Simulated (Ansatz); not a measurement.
The reference is BP in the zinc blende structure (space group F-43m, No. 216; a = 4.537 Å). Axes: x, y, z lie along the cube axes.

Method: r2SCAN (Ansatz, a program for electronic structure; PAW; 500 eV plane waves; without spin-orbit coupling).

Base values:

- Band gap = 1.41 eV
- Pressure = 0.00 GPa
- Valence-band top at Γ = 0.00, 0.00, 0.00 eV

Modification: the cell is stretched by 1.00 % along z with no lateral relaxation; the atoms relax in the strained cell.

### Question
Estimate the effect on the band gap, pressure and valence-band top at Γ.

### Answer
The band gap decreases by 0.06 eV to 1.35 eV; the pressure (mean of the normal stresses, compression positive) goes from zero to -1.66 GPa; the valence-band top at Γ (three highest levels, from the VBM) becomes 0.00, 0.00, -0.10 eV (base: 0.00, 0.00, 0.00 eV).

Whether these cells are dynamically stable was not tested.
